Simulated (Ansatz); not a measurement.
Base system: PbO$_{2}$ in the CdI2 type structure (space group P-3m1, No. 164; a = 3.4047 Å, c = 4.4885 Å; a hypothetical phase, not in the database extracts checked; layered, stacked along the Cartesian z axis).

All numbers come from PBE-D3(BJ) (Ansatz, a quantum-chemistry and plane-wave program, PAW, no spin-orbit coupling).

Before the change:

```
Quantity    Result
--------  --------
Pressure  0.00 GPa
```

One thing is altered: an isotropic linear strain of −2.43 %; the atoms relax in the strained cell.

Problem. How does this affect the pressure, energy relative to the base and largest internal atomic displacement?

Solution. The pressure (mean of the normal stresses, compression positive) goes from zero to 6.42 GPa; the energy rises by 20 meV/atom; the largest internal atomic displacement is 0.057 Å.

Stability against distortions was not tested.
